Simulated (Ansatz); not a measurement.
Cu₃HO (model structure, started from the Li3OCl type, Pm-3m, No. 221, 5 atoms in the cell), treated with r²SCAN in Ansatz (PAW).

Numerical settings: plane-wave cutoff 560 eV, 16×16×16 k mesh, Fermi–Dirac smearing 0.05 eV, no spin polarisation, scalar-relativistic PAW data made under PBE.

Cell (relaxed at this level):

Cu3HO is modelled in the cubic space group Pm-3m (No. 221), the anti-perovskite structure, Pearson symbol cP5. Cell: a = b = c = 3.868 Å, α = β = γ = 90.00°. Cu on 3c has 2 O at 1.934 Å and 8 Cu at 2.735 Å. H on 1a sees no neighbour by this rule. O on 1b sees 6 Cu at 1.934 Å (octahedral). (Neighbours: up to the widest gap in distance over summed covalent radii, below 1.35, at either atom; cation-cation and far metal-metal contacts left out.)

Q: Give the computed band gap, direct gap at Γ and bulk modulus.

A: 
band gap: 0.07 eV (under three smearing widths, so not firm)
direct gap at Γ: 4.14 eV
bulk modulus: 108 GPa

Note: the bulk modulus is −V dP/dV from two relaxed cells at ±2 % in volume; the relaxation could raise the start's symmetry but not lower it, so the cell can be a saddle point.

Computed values are for the static lattice.

A model structure was made by putting elements into a prototype or built by hand; it is no filed structure, need not be a known phase, and can be a saddle point held by its symmetry.

Ansatz is a program for electronic structure.
